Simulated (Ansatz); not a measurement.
Ansatz (an electronic-structure program), DFT, PBE, plane waves, its default PAW files: cubic perovskite SrTiO3, atoms displaced (Sr8Ti8O24), 40 atoms. Basis and mesh were picked for this test and aren't claimed converged.

```yaml
cell: 7.81, 7.81, 7.81 Å; 90, 90, 90°
distance_to_the_nearest_atom: 1.87 to 2.71 Å
task: single point
k mesh: 2×2×2
hamiltonian.xc: pbe
kind_of_files: paw
scf.occupations.method: fixed
output.forces: true
accuracy: medium (default)
basis.precision: auto (default)
basis.xc_grid: 2 (default)
scf.eigensolver.kind: auto (default)
scf.mixing.algorithm: auto (default)
scf.mixing.preconditioner: auto (default)
scf.convergence.dr2_threshold: 4.7638e-07 (default)
scf.lower_state_search: light (default)
k-points after symmetry: 8
bands_at_the_start: 200
electrons: 320
plane waves at Γ: 9315
cutoff (eV): 420
FFT grid: 54×54×54
symmetry_operations: 1
```

Machine: one whole node with four NVIDIA GB200 cards and two Grace (Neoverse V2) sockets of 72 cores, of which 136 in all may be used; each card has its host threads on the socket beside it.

Times are medians of repeated runs, from launch to exit, start-up of the cards included. No other job ran on the node; its own services took about 4 cores, and under one core (or 1.5 %) of those that a run was pinned to. Unless noted, each process is bound to its own block of adjacent cores. The build: release build for Arm (Neoverse V2), with CUDA, one process with threads; another build can shift the numbers. Scratch files lie in a memory file system.

Many jobs like this one are to be run. Ways to fill the node:
- 2 copies of 2 cards, 64 host threads
- 4 copies of 34 CPU threads, no card
- 4 copies of 1 card, 32 host threads
- 136 CPU threads, no card
- 4 cards, 128 host threads

Task: How should the node be filled for throughput?

Result: 4 copies of 34 CPU threads, no card: 8800 jobs an hour. At the low end 4 cards, 128 host threads gives 970. Alone on the node a one-card run takes 1.1 s, beside three others 3.7 s; the program's phases hold 0.24 s and 0.30 s of these, launch, set-up ahead of the first cycle and exit 0.83 s and 2.8 s (of the first copy).

```csv
way,time till all copies end,in the phases,jobs an hour
"4 copies of 34 CPU threads, no card",1.6 s,1.4 s,8800
"4 copies of 1 card, 32 host threads",3.7 s,0.30 s,3900
"136 CPU threads, no card",1.6 s,1.3 s,2200
"2 copies of 2 cards, 64 host threads",3.5 s,0.22 s,2100
"4 cards, 128 host threads",3.7 s,0.27 s,970
```

Keys are those of Ansatz 0.2.
